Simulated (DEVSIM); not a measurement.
Structure: Pd/HfO2/p-Si capacitor, at 300 K.

| layer (left to right) | material | thickness (nm) | Na (cm⁻³) |
|---|---|---|---|
| 1 | HfO2 | 4.20 | - |
| 2 | Si | 14000 | 1.8e15 |

Metal gate on the left, work function 5.2 eV. Fixed charge at the semiconductor interface -1.1e10 cm⁻² (in units of +e); no interface traps.

This is a model device: material constants are rounded textbook-type values typed into the input, and sizes, dopings and lifetimes were drawn at random. Values at 300 K; Nc and Nv go as T^1.5, mobilities as T to minus their exponent, the gap by Varshni's rule with the affinity fixed.

```csv
parameter,HfO2,Si
gap (eV),5.7,1.124
affinity (eV),2.5,4.05
permittivity,22,11.7
Nc (cm⁻³),-,2.86e19
Nv (cm⁻³),-,3.1e19
Varshni α (eV/K),-,0.000473
Varshni β (K),-,636
```

DEVSIM, 1D Poisson equation in equilibrium, Boltzmann statistics, complete ionisation; no quantum confinement or tunnelling. Metal contacts follow the ideal Schottky-Mott rule: no Fermi-level pinning, no interface dipoles.

The temperature was swept, all else fixed.

```csv
temperature (K),threshold voltage (band bending 2φF) (V),minimum of the low-frequency capacitance (μF/cm²),flat-band voltage (V)
250,0.95,0.0163,0.22
300,0.90,0.0177,0.28
350,0.86,0.0214,0.34
400,0.81,0.0250,0.41
450,0.75,0.0341,0.47
500,0.70,0.0578,0.54
```

From the first row to the last the threshold voltage (band bending 2φF) goes from 0.95 to 0.70. From the first row to the last the minimum of the low-frequency capacitance goes from 0.0163 to 0.0578.
